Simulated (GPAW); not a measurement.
Band structure of TiO (P-6m2, 2 atoms in the cell).

```xyz
2
Lattice="2.8225 0.0000 0.0000 -1.4113 2.4444 0.0000 0.0000 0.0000 2.8363" Properties=species:S:1:pos:R:3 pbc="T T T"
Ti     1.4113     0.8148     0.0000
O      0.0000     0.0000     1.4181
```

Level of theory: PBEsol, GPAW PAW datasets PBEsol (made by gpaw-setup) (plane waves; GPAW).

Settings: mode = pw; ecut = 950 eV; xc = PBEsol; kpts = 13 13 12; mesh shift (steps) = 0 0 0; occupations.name = fermi-dirac; occupations.width = 0.1 eV; nbands = -10; symmetry.symmorphic = false; symmetry.tolerance = 0.0005; maxiter = 150; bandpath_npoints = 40.

The starting cell comes from a database of computed structures (which also holds hypothetical and non-ambient phases and stackings), without a prior relaxation at this level. Its lattice was rescaled by a random factor within 2.5 % of one. Spin polarisation is off, so a magnetic state, if there is one, cannot be reached.

Levels in eV from the Fermi level, bands 6 to 13:
```
point      6      7      8      9    10    11    12    13
-----  -----  -----  -----  -----  ----  ----  ----  ----
Γ      -5.57  -5.57  -5.39  -2.91  1.52  1.66  1.66  2.09
M      -8.91  -6.43  -5.34  -2.41  1.61  1.98  2.74  2.96
K      -7.91  -7.32  -6.44  -0.19  0.53  0.85  1.22  3.77
A      -9.26  -5.22  -5.22   0.04  0.04  0.80  1.90  1.90
L      -7.94  -7.84  -6.53  -0.74  1.73  2.94  3.02  3.51
H      -8.59  -7.74  -6.25  -0.29  1.87  2.73  3.37  3.74
```

Bands cross the Fermi level along this path, so the cell is metallic at this level.
